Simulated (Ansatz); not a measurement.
Consider the following.

```yaml
crystal:
  lattice:
    - [4.54850, 0.00000, 0.00000]
    - [2.27425, 3.93911, 0.00000]
    - [2.27425, -1.31304, 3.64982]
  atoms:
    - { symbol: Te, position: [0.00000, 0.50000, 0.50000] }
    - { symbol: Pb, position: [0.00000, 0.00000, 0.00000] }
```

No spin polarisation.

Method: Ansatz (a quantum-chemistry and plane-wave program), LDA, PAW, cutoff 420 eV, spin-orbit coupling left out. Γ-centred 9×9×9 mesh, Fermi–Dirac width 0.05 eV.

### Question
Predict the band gap and gap character.

### Answer
```json
{
  "band_gap": "0.47 eV",
  "gap_character": "indirect, L → T"
}
```

Spin-orbit coupling, missing from the scalar runs, can matter with Pb and Te. The cells carry an imposed strain or load. Stability against distortions was not tested. The cell was made from PbTe in the rock salt structure (space group Fm-3m, No. 225) by this change: biaxial strain +0.83 %, plane normal [111], relaxed out of plane.
